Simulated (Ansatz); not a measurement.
Consider Rh in the fcc (Cu type) structure (space group Fm-3m, No. 225; relaxed with 0.1 eV smearing).

```
CELL_PARAMETERS angstrom
      0.00000     1.90082     1.90082
      1.90082     0.00000     1.90082
      1.90082     1.90082     0.00000
ATOMIC_POSITIONS crystal
  Rh 0.00000 0.00000 0.00000
```

Cartesian axes are those of the cell as printed.

Calculations: r2SCAN, PAW, 500 eV (Ansatz, a program for electronic structure; without spin-orbit coupling), earlier PAW set.

Before the change:

- Volume per atom = 13.74 Å³

Modification: uniaxial stress, 8 GPa compression along z; all other stress components relax to zero.

Question: Predict the new energy relative to the base and volume per atom.

Answer: The energy rises by 8.5 meV/atom; the volume per atom decreases by 0.12 Å³ (13.74 Å³ → 13.62 Å³).

Load acts through the strain it causes; cell and atoms are relaxed under it. Stability under load was not tested beyond the relaxation. The final runs are not spin-polarised.
